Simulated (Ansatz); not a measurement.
Structures of equal composition on the (113) surface of germanium: 1 pair of surface atoms bonded, H on both atoms of one pair (paired Ge at depth 0.0 Å) alone; 1 pair of surface atoms bonded, H on all but both atoms of one pair (paired Ge at depth 0.0 Å). The slabs share one bottom face, and each structure is named by its start. These are constructed structures in small cells; real faces may alloy, dewet or reconstruct in larger ones, and not all known structures of the face are among them. Slabs of about 14 Å with all that they carry, Fermi-Dirac smearing of 0.025 eV. Bottom of the slabs: built like the top, H on every dangling bond, free. Relaxed from the named starts with such symmetry as they have, on meshes of like density; energies extrapolated to zero smearing; no spin-orbit coupling, no U. Spin-polarised runs, if any, are marked in brackets, and their order is one that fits the cell; the others ran without spin. Where a second, spin-polarised start was run, the lower counts.

These are PBE (plane waves to 420 eV, PAW; Ansatz, a program for electronic structure) values and carry that method's errors.

### Question
Order them by energy per 1x1 cell (lowest first) at the level PBE.

### Answer
1 pair of surface atoms bonded, H on all but both atoms of one pair (paired Ge at depth 0.0 Å) (0.000 eV, gap 0.40 eV on the mesh), 1 pair of surface atoms bonded, H on both atoms of one pair (paired Ge at depth 0.0 Å) alone (0.044 eV, gap 0.28 eV on the mesh)…
